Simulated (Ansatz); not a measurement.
Consider CdSe in the zinc blende structure (space group F-43m, No. 216; a = 6.082 Å).

Computed with PBEsol (Ansatz, an electronic-structure program; PAW; 420 eV plane waves; no spin-orbit coupling).

For the base:

```
Item                                Result
-------------  ---------------------------
Hole mass      0.050, 0.66, 0.66 mₑ (at Γ)
Band gap                           0.48 eV
Electron mass              0.049 mₑ (at Γ)
```

Modification: the cell is scaled by 1.0121 in all directions, atoms relaxed at fixed cell.

Q: Estimate the effect on the hole mass.

A: The hole mass (degenerate bands, along [100]) changes from 0.050, 0.66, 0.66 mₑ (at Γ) to 0.044, 0.70, 0.70 mₑ (at Γ).

Q: What does the calculation give for the band gap after the change?

A: The band gap drops by 0.07 eV (0.48 eV → 0.41 eV).

Q: What happens to the electron mass?

A: The electron mass changes from 0.049 mₑ (at Γ) to 0.043 mₑ (at Γ).

The cells carry an imposed strain or load. Effective masses come from finite differences of ±0.01 Å⁻¹. No phonon test of stability was made.
